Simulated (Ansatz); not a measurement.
**Pt: biaxial strain +2.50 %, plane normal [001], relaxed out of plane**

Start from Pt in the fcc (Cu type) structure (space group Fm-3m, No. 225; a = 3.942 Å; relaxed with 0.1 eV smearing). Axes: x, y, z lie along the cube axes.

Now apply this change: biaxial strain +2.50 %, plane normal [001], relaxed out of plane (Cartesian); in-plane vectors clamped, the third vector and the atoms free.

Computed with Ansatz (a program for electronic structure), r2SCAN, PAW, cutoff 500 eV, without spin-orbit coupling. Settings: 29×29×29 k-points, 0.1 eV Fermi–Dirac smearing.

| quantity | base | changed | shift |
|---|---|---|---|
| volume per atom | 15.31 Å³ | 15.49 Å³ | +0.18 Å³ |
| space group | Fm-3m (No. 225) | I4/mmm (No. 139) | – |
| energy relative to the base (free energy F) | 0 meV/atom | +11 meV/atom | +11 meV/atom |
| pressure (mean of the normal stresses, compression positive) | 0.0 GPa | -2.7 GPa | -2.7 GPa |
| band gap | zero | zero | – |
| out-of-plane strain | – | -3.69 % | – |
| ratio −ε⊥/ε∥ | – | 1.48 | – |
| mean in-plane stress (compression positive) | – | -4.1 GPa | – |

No phonon test of stability was made. All final runs are without spin polarisation.
